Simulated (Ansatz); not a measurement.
# HgS, response to strain

Consider HgS (space group P3_221, No. 154; a = 4.140 Å, c = 9.409 Å; made of chains). Axes: x lies along a and z along c of the hexagonal cell.

Strains are applied to the cell and any free atomic positions relax; under biaxial strain the out-of-plane vector relaxes too.

The values are results of DFT with PBEsol, PAW potentials and a 420 eV plane-wave cutoff in Ansatz (a quantum-chemistry and plane-wave program), scalar-relativistic without spin-orbit coupling, earlier PAW set, not measurements.

Candidates:
(a) biaxial strain +4.78 %, plane normal [001], relaxed out of plane
(b) isotropic strain +4.10 %
(c) biaxial strain +0.80 %, plane normal [001], relaxed out of plane

Before the change:

| Quantity | Value |
|---|---|
| Band gap | 1.23 eV |

Order them by band gap, lowest first.

(c) biaxial strain +0.80 %, plane normal [001], relaxed out of plane (1.29 eV), (a) biaxial strain +4.78 %, plane normal [001], relaxed out of plane (1.58 eV), (b) isotropic strain +4.10 % (1.68 eV)

With Hg present, leaving out spin-orbit coupling can change the band edges. Stability against distortions was not tested. No dispersion term is included in the PBEsol runs.
